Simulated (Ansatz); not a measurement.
Consider Ru in the hcp (Mg type) structure (space group P6_3/mmc, No. 194; a = 2.722 Å, c = 4.294 Å; relaxed with 0.1 eV smearing). Axes: x lies along a and z along c of the hexagonal cell.

Level of theory: Ansatz (a quantum-chemistry and plane-wave program), PBE, PAW, cutoff 420 eV, no spin-orbit coupling.

Now apply this change: uniaxial strain ε_zz = +2.00 %, all other strain components held at zero; the atoms relax in the strained cell.

### Question
Predict the stress tensor and what it implies for the stiffness.

### Answer
Stress of the strained cell less that of the base (GPa, compression positive):
```
   -3.1     0.0     0.0
    0.0    -3.1     0.0
    0.0     0.0   -11.7
```

Then −Δσ_ii/ε with ε = 0.0200 gives secant stiffness values (nonlinear terms included at this strain): C33 ≈ 586 GPa, C13 ≈ 155 GPa and C23 ≈ 155 GPa.

As a check, the harmonic strain energy −½ V₀ Δσ:ε is 10 meV/atom; the computed energy rise is 10 meV/atom.

Whether these cells are dynamically stable was not tested. All final runs are without spin polarisation.
